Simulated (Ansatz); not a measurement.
A self-consistent single point of SiNi₂ (Pnma, 12 atoms in the cell) with Ansatz (an electronic-structure program).

Level of theory: PBE, PAW files (plane waves; Ansatz).

```xyz
12
Lattice="4.8568 0.0000 0.0000 0.0000 3.6433 0.0000 0.0000 0.0000 6.8998" Properties=species:S:1:pos:R:3 pbc="T T T"
Si     1.4124     0.9108     4.2319
Si     3.4444     2.7325     2.6679
Si     1.0160     2.7325     0.7820
Si     3.8407     0.9108     6.1178
Ni     2.2238     0.9108     2.0199
Ni     2.6330     2.7325     4.8799
Ni     0.2046     2.7325     5.4698
Ni     4.6522     0.9108     1.4300
Ni     1.5972     0.9108     6.4827
Ni     3.2596     2.7325     0.4171
Ni     0.8312     2.7325     3.0328
Ni     4.0255     0.9108     3.8670
```

Reference input (self-consistent single point, DFT, PBE, plane waves, PAW files): basis.ecutwfc = 420 eV; kpoints.mp_grid.grid = 5 6 4; hamiltonian.xc = pbe; hamiltonian.pseudopotentials = {kind: paw} (the program's default PAW files); scf.occupations.method = methfessel_paxton; scf.occupations.width = 0.1 eV. This run's input differs from it in these lines:

```diff
@@ -31,4 +31,4 @@
   occupations:
-    method: methfessel_paxton
-    width: 0.1 eV
+    method: cold
+    width: 0.3 eV
 output:
```

Output (repeated stretches shortened):

```
SCF iter   1: F=—  HF=-49268.561456 eV  |F-HF|=—  |Δ(HF+E_count)|=         —  Δρ=6.82e-2  dr2=5.46e0  ethr=3.10e-3  ⟨swp⟩=5.5  Hψ=12069  notcnv=0
all-band conjugate gradients solve this SCF's bands
preconditioner: auto → Kerker (q_TF=auto, 2.854 Å⁻¹)
SCF iter   2: F=—  HF=-49267.565857 eV  |F-HF|=—  |Δ(HF+E_count)|=   9.96e-1  S|Δr|=    0.00e0  Δρ=2.88e-2  dr2=1.41e0  ethr=3.10e-3  ⟨swp⟩=2.0  Hψ=4246  notcnv=0  defer=273
   [... lines left out ...]
SCF iter   7: F=—  HF=-49267.042529 eV  |F-HF|=—  |Δ(HF+E_count)|=   5.22e-6  S|Δr|=    0.00e0  Δρ=1.30e-4  dr2=1.41e-5  ethr=9.20e-8  ⟨swp⟩=2.1  Hψ=4548  notcnv=0  defer=266
SCF iter   8: F=—  HF=-49267.042475 eV  |F-HF|=—  |Δ(HF+E_count)|=   5.40e-5  S|Δr|=    0.00e0  Δρ=1.93e-5  dr2=5.11e-7  ethr=8.83e-9  ⟨swp⟩=2.0  Hψ=5091  notcnv=0  defer=266
SCF iter   9: F=-49267.042474 eV  HF=-49267.042474 eV  |F-HF|=2.83e-8  |Δ(HF+E_count)|=   1.30e-7  S|Δr|=    0.00e0  Δρ=5.16e-6  dr2=4.00e-8  ethr=6.25e-11  ⟨swp⟩=10.8  Hψ=17243  notcnv=0
SCF 1 converged in 9 iterations: F = -49267.042474 eV  dr2 = 4.00e-8
Stability not checked (fill_not_monotonic)
Free energy (F): -49267.042474 eV
Internal energy: -49267.027840 eV  (E = F + TS)
E sigma→0 (E₀):  -49267.037596 eV
Entropy (-TS):   -0.014635 eV (-1.220 meV/atom)
Fermi energy:    18.643817 eV
--- Forces (eV/Å), atoms counted from 1 ---
  atom   1  Si     0.08949084    -0.00000000     0.00743183
  atom   2  Si    -0.08949084     0.00000000    -0.00743183
  atom   3  Si    -0.08949084     0.00000000     0.00743183
  atom   4  Si     0.08949084     0.00000000    -0.00743183
   [... lines left out ...]
  atom  12  Ni    -0.01660862     0.00000000     0.02579986
--- Stress (GPa, compression-positive) ---
       18.497230       0.000000      -0.000000
        0.000000      20.531057       0.000000
       -0.000000       0.000000      19.860428
  P = ⅓ Tr σ = 19.6296 GPa (196.296 kbar)
  The stress holds the Pulay correction. Without it, at fixed plane waves, as pw.x and ABINIT print it: P = 19.5549 GPa
```

The run converged in 9 iterations. Against the reference run the free energy drops by 2.2 meV/atom, the pressure stays near 19.63 GPa while the yy stress (positive for compression) goes from 20.96 to 20.53 GPa and the largest force goes from 0.100 to 0.090 eV/Å.

The starting cell comes from a database of computed structures (which also holds hypothetical and non-ambient phases and stackings), without a prior relaxation at this level. Its lattice was rescaled by a random factor within 2.5 % of one. Spin polarisation is off. With a pressure of about 20 GPa the cell is away from its equilibrium volume at this level. Ansatz's pressure includes its estimate of the finite-basis (Pulay) stress.

Keys are those of Ansatz 0.2.
